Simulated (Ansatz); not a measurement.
# Effective masses and thermopower of KF (Fm-3m)

Given:

```
CELL_PARAMETERS angstrom
      0.00000     2.65327     2.65327
      2.65327     0.00000     2.65327
      2.65327     2.65327     0.00000
ATOMIC_POSITIONS crystal
  K  0.00000 0.00000 0.00000
  F  0.50000 0.50000 0.50000
```

All values below come from r2SCAN, rigid bands (plane waves, PAW, scalar-relativistic; Ansatz, an electronic-structure program). Condition of this run: functional r2SCAN on the same cell. How the cell was made: cell and atoms relaxed with PBEsol.

The band gap is 6.95 eV. The electron conductivity mass (300 K, dilute) is 0.55 mₑ and the hole conductivity mass (300 K, dilute) comes out as 5.4 mₑ. The effective density of states N_c (300 K) comes out as 1.1e19 cm⁻³ and the effective density of states N_v (300 K) comes out as 2.7e21 cm⁻³. The density-of-states mass, electrons is 0.57 mₑ. The density-of-states mass, holes comes out as 22 mₑ and the Seebeck coefficient, n-type 1e19 cm⁻³, 300 K is -224 μV/K. The best n-type power factor at 300 K for τ = 10 fs (best axis; densities from 1e16 to 1e21 cm⁻³ tried, whether or not they can be reached) is 3.1 μW/(cm·K²) at 3e19 cm⁻³ and the Seebeck coefficient, p-type 1e19 cm⁻³, 300 K is 714 μV/K.

Rigid bands; masses and Seebeck coefficients take one relaxation time τ for all states and one kind of carrier; polarons and phonon drag are left out. Spin-orbit coupling is left out; where it splits the top of the valence band, N_v and the p-type Seebeck coefficient come out somewhat high without it. Geometry: cell and atoms relaxed with PBEsol.
